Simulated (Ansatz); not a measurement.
# A computed series for Al2Pt: pressure series

Base system: Al$_{2}$Pt (space group Fm-3m, No. 225; a = 5.9459 Å).

Cell and atoms are relaxed at each pressure.

Calculations: PBE/PAW in Ansatz (a quantum-chemistry and plane-wave program), without spin-orbit coupling.

```
pressure (GPa)  volume per atom (Å³/atom)
--------------  -------------------------
-2                                 17.802
-1                                 17.657
0                                  17.518
0.9                                17.399
2.1                                17.247
4.5                                16.961
9                                       ?
15                                 15.945
22.5                               15.377
```

Fit the third-order Birch–Murnaghan form P(V) = (3B₀/2)[(V₀/V)^(7/3) − (V₀/V)^(5/3)]·[1 + (3/4)(B₀′ − 4)((V₀/V)^(2/3) − 1)] (squares taken in P) to the rows shown and predict the withheld row.

Least squares on the printed values gives V₀ = 17.519 Å³/atom, B₀ = 130 GPa, B₀′ = 4.4; this predicts 16.486 Å³/atom, and the run gives 16.486 Å³/atom, in agreement.

Load acts through the strain it causes; cell and atoms are relaxed under it. Whether these cells are dynamically stable was not tested. Competing high-pressure phases were not computed. The final runs are not spin-polarised.
